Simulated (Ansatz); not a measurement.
The reference is GaN in the NiAs type structure (space group P6_3/mmc, No. 194; a = 2.969 Å, c = 5.041 Å; a model cell, its experimental status unchecked).

One thing is altered: cell and atoms relaxed at a pressure of 5 GPa.

Levels (all Ansatz, an electronic-structure program, PAW): PBEsol (420 eV, no spin-orbit coupling); HSE06 (420 eV, without spin-orbit coupling).

The geometry is relaxed with PBEsol.

| Item | Value |
|---|---|
| PBEsol band gap | 1.32 eV |

**Question.** Predict the band gap from HSE06.

**Answer.** The band gap goes up by 1.46 eV (1.32 eV → 2.78 eV).

Single points use the geometry relaxed with PBEsol. HSE06 was sampled on its mesh, a few special points and the semilocal edge points, so its gap is an upper bound. Load acts through the strain it causes; cell and atoms are relaxed under it. Whether these cells are dynamically stable was not tested. No other phases were tried under pressure. This is not the structure that GaN has at room temperature and ambient pressure.
